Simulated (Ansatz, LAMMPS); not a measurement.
Si well of 13 atomic layers along [001] in random Si0.5Ge0.5, interfaces one step of a layer

Cell 16.85 × 16.85 × 55.21 Å, Si494Ge226, 720 atoms. Prepared with Tersoff's 1989 multicomponent potential (SiCGe.tersoff) run with LAMMPS: minimisation. 

All values below come from PBE, support functions at accuracy medium on the grid of 370 eV (norm-conserving potentials; Ansatz, a first-principles code).

Basis: localised support functions (accuracy medium) on a full density matrix. k-points: zone centre alone; occupations: Fermi-Dirac, 0.010 eV; spin polarisation not allowed. No spin-orbit coupling.

```
Item                                                                                         Value
----------------------------------------------  --------------------------------------------------
Kohn-Sham gap of the cell on its k-mesh                                                    0.20 eV
weight of the highest filled level on the well                                                0.26
weight of the lowest empty level on the well                                                  0.95
coordination (neighbours within 2.874 Å)                                            100.0 % 4-fold
Ge-Ge bonds, mean ± spread                                                         2.476 ± 0.009 Å
Ge-Si bonds, mean ± spread                                                         2.433 ± 0.009 Å
Si-Si bonds, mean ± spread                                                         2.393 ± 0.008 Å
bond angles, mean ± spread                                                           109.5° ± 1.4°
pressure                                                                                 -1.32 GPa
cost of the final run                           roughly 50 core-minutes, 11 SCF iterations, 15 GiB
```
